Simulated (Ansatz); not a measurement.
The parent structure is ZrO2 in the fluorite structure (space group Fm-3m, No. 225; a = 5.0893 Å). Axes: x, y, z lie along the cube axes.

Level of theory: Ansatz (an electronic-structure program), r2SCAN, PAW, cutoff 500 eV, spin-orbit coupling left out.

Before the change:

```
Item                   Result
-------------------  --------
Smallest direct gap   4.29 eV
Pressure             0.00 GPa
```

Now apply this change: biaxial strain +2.90 %, plane normal [110], relaxed out of plane (Cartesian); in-plane vectors clamped, the third vector and the atoms free.

Q: Estimate the effect on the out-of-plane strain, smallest direct gap, energy relative to the base and pressure.

A: The out-of-plane strain comes out as -2.48 %; the smallest direct gap falls by 0.29 eV (4.29 eV → 4.00 eV); the energy goes up by 23 meV/atom; the pressure (mean of the normal stresses, compression positive) goes from zero to -7.42 GPa.

A biaxial case was relaxed in a doubled cell and then solved in the primitive one. Stability against distortions was not tested. This is not the structure that ZrO2 has at room temperature and ambient pressure.
